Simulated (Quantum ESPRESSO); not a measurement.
## Parameter sweep on CoPd (R-3m, 2 atoms in the cell)

```xyz
2
Lattice="1.3198 -0.7620 4.2106 0.0000 1.5240 4.2106 -1.3198 -0.7620 4.2106" Properties=species:S:1:pos:R:3 pbc="T T T"
Co     0.0000     0.0000     0.0000
Pd     0.0000     0.0000     6.3159
```
Moments meant for the start (each program seeds them in its own way; μB, in the order of the atoms Co Pd): 3.0 0.0.

Base run A: Quantum ESPRESSO with PBEsol, GBRV 1.5 ultrasoft (PBESOL) pseudopotentials, self-consistent single point.

Its settings: ecutwfc = 50 Ry; ecutrho = 400 Ry; occupations = smearing; smearing = fd; degauss = 0.0036749 Ry; nspin = 2; potentials = {Co: co_pbesol_v1.2.uspp.F.UPF, Pd: pd_pbesol_v1.4.uspp.F.UPF}; K_POINTS = automatic 10 10 10 0 0 0; conv_thr = 1e-10 Ry; mixing_beta = 0.3.

The starting cell comes from a database of computed structures (which also holds hypothetical and non-ambient phases and stackings), without a prior relaxation at this level. Its lattice was rescaled by a random factor within 2.5 % of one. The magnetic order is the one reached from the typed start; others were not searched systematically.

ΔF is the free energy per atom less that of run A. 

```csv
run,K_POINTS,ΔF (meV/atom),pressure (GPa),size of the net moment (μB/atom),k-points
A,automatic 10 10 10 0 0 0,0.00,1.80,1.12,116
B,automatic 7 7 7 0 0 0,3.7,0.83,1.01,44
C,automatic 7 7 7 1 1 1,4.0,1.08,1.03,44
D,automatic 8 8 8 0 0 0,-10.6,1.62,1.14,65
E,automatic 8 8 8 1 1 1,-9.6,1.93,1.15,60
F,automatic 10 10 10 1 1 1,1.20,1.88,1.13,110
G,automatic 12 12 12 1 1 1,-3.2,1.34,1.07,182
```

Run D against A: The free energy falls by 10.6 meV/atom, the pressure goes from 1.80 to 1.62 GPa and the size of the net moment moves little (1.12 to 1.14 μB/atom).

Run B against A: The free energy goes up by 3.7 meV/atom, the pressure goes from 1.80 to 0.83 GPa and the size of the net moment goes from 1.12 to 1.01 μB/atom.
